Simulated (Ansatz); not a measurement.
**Several settings converged on CaPb₃ (P4mm, 4 atoms in the cell)**

```yaml
crystal:
  lattice:
    - [4.90277, 0.00000, 0.00000]
    - [0.00000, 4.90277, 0.00000]
    - [0.00000, 0.00000, 4.90277]
  atoms:
    - { symbol: Ca, position: [0.00000, 0.00000, 0.01020] }
    - { symbol: Pb, position: [0.00000, 0.50000, 0.50000] }
    - { symbol: Pb, position: [0.50000, 0.00000, 0.50000] }
    - { symbol: Pb, position: [0.50000, 0.50000, 0.00000] }
```

Base method: PBEsol, default PAW files made with PBE (plane waves; Ansatz, a quantum-chemistry and plane-wave program).

Base settings: basis.ecutwfc = 420 eV; kpoints.mp_grid.grid = 5 5 5; hamiltonian.xc = pbesol; hamiltonian.pseudopotentials = {kind: paw} (the program's default PAW files); scf.occupations.method = gaussian; scf.occupations.width = 0.1 eV.

The count of work is k-points × plane waves × bands × iterations; it is no time. 

**The cutoff for other potential files**

Level: DFT, PBEsol, plane waves, harder PAW files (source: ansatz) made with PBE.

In this ladder: hamiltonian.pseudopotentials = {kind: paw, source: ansatz}.

The second cell is the first with its lattice scaled by 0.98.

The mesh stays at the base's, so the ladder's end is converged at best in this setting alone.

The first pressure column holds Ansatz's estimate of the finite-basis (Pulay) stress, which hides part of the cutoff error; the other is without it.

Only quantities that move along the ladder and can be compared are tabulated.

| basis.ecutwfc | free energy less the last step's (meV/atom) | energy of the compressed cell less the first (meV/atom) | pressure (GPa) | pressure without the Pulay estimate (GPa) | largest difference of a force vector from the last step's (eV/Å) | count of work / last |
|---|---|---|---|---|---|---|
| 260 eV | 14721.81 | -9.71 | -1.52 | -381.33 | 0.008 | 0.11 |
| 320 eV | 2671.14 | 26.44 | -1.25 | -91.65 | 0.014 | 0.15 |
| 405 eV | 188.70 | 6.17 | -0.75 | -10.18 | 0.001 | 0.20 |
| 495 eV | 5.27 | 6.57 | -0.72 | -1.16 | 0.000 | 0.28 |
| 580 eV | 0.37 | 6.59 | -0.72 | -0.72 | 0.000 | 0.35 |
| 695 eV | 0.31 | 6.59 | -0.72 | -0.72 | 0.000 | 0.46 |
| 870 eV | 0.19 | 6.59 | -0.72 | -0.72 | 0.000 | 0.65 |
| 1160 eV | 0.00 | 6.59 | -0.72 | -0.72 | 0.000 | 1.0 |

Coarsest basis.ecutwfc that holds the pressure without the Pulay estimate within 0.1 GPa of the last step, with all finer ones: 580 eV, at 0.35 of the last step's count of work; the step before is off by 0.44 GPa.

Coarsest basis.ecutwfc that holds the energy of the compressed cell less the first within 1 meV/atom of the last step, with all finer ones: 405 eV, at 0.20 of the last step's count of work; the step before is off by 20 meV/atom.

Coarsest basis.ecutwfc that holds the forces within 0.01 eV/Å of the last step, with all finer ones: 405 eV, at 0.20 of the last step's count of work; the step before is off by 0.014 eV/Å.

The energy difference between the two cells stays within 1 meV/atom of the last step's from 405 eV on, the total only from 580 eV on: much of the error is common to both cells and cancels.

At the lowest cutoff the pressure without the Pulay estimate lies 381 GPa under the last step's, the usual sign of Pulay stress in an incomplete plane-wave basis.

**The relaxed cell against the cutoff**

On CaPb₃ (Pm-3m, 4 atoms in the cell): atoms on their sites.

In this ladder: relax = cell and atoms.

The mesh stays at the base's, so the ladder's end is converged at best in this setting alone.

Only quantities that move along the ladder and can be compared are tabulated.

```csv
basis.ecutwfc,relaxed volume (Å³/atom),relaxation steps
210 eV,29.348,10
250 eV,28.854,14
295 eV,29.014,8
355 eV,28.945,4
420 eV,28.931,4
505 eV,28.930,4
630 eV,28.930,4
840 eV,28.929,4
```

Coarsest basis.ecutwfc that holds the relaxed volume within 0.145 Å³/atom of the last step, with all finer ones: 250 eV; the step before is off by 0.42 Å³/atom.

At the lowest cutoff the cell relaxes to a volume 1.4 % larger than at the highest. Ansatz relaxes on a stress corrected for the finite basis.

On the base run: the starting cell comes from a database of computed structures (which also holds hypothetical and non-ambient phases and stackings), without a prior relaxation at this level. Its lattice was rescaled by up to half a per cent. One atom was moved a little off its site on purpose.

Keys are those of Ansatz 0.2.
